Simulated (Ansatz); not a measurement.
The parent structure is Mo in the bcc (W type) structure (space group Im-3m, No. 229; relaxed with 0.1 eV smearing).

```xyz
1
Lattice="-1.5755 1.5755 1.5755 1.5755 -1.5755 1.5755 1.5755 1.5755 -1.5755" Properties=species:S:1:pos:R:3 pbc="T T T"
Mo     0.0000     0.0000     0.0000
```

Cartesian axes are those of the cell as printed.

Method: r2SCAN (Ansatz, an electronic-structure program), scalar-relativistic without spin-orbit coupling.

One thing is altered: uniaxial strain ε_zz = −1.50 %, all other strain components held at zero, atoms relaxed at fixed cell.

### Question
Predict the stress tensor and what it implies for the stiffness.

### Answer
Stress of the strained cell less that of the base (GPa, compression positive):
```
    2.6     0.0     0.0
    0.0     2.6     0.0
    0.0     0.0     7.7
```

Then −Δσ_ii/ε with ε = -0.0150 gives secant stiffness values (nonlinear terms included at this strain): C33 ≈ 515 GPa, C13 ≈ 170 GPa and C23 ≈ 170 GPa.

As a check, the harmonic strain energy −½ V₀ Δσ:ε is 5.7 meV/atom; the computed energy rise is 5.6 meV/atom.

No phonon test of stability was made. The final runs are not spin-polarised.
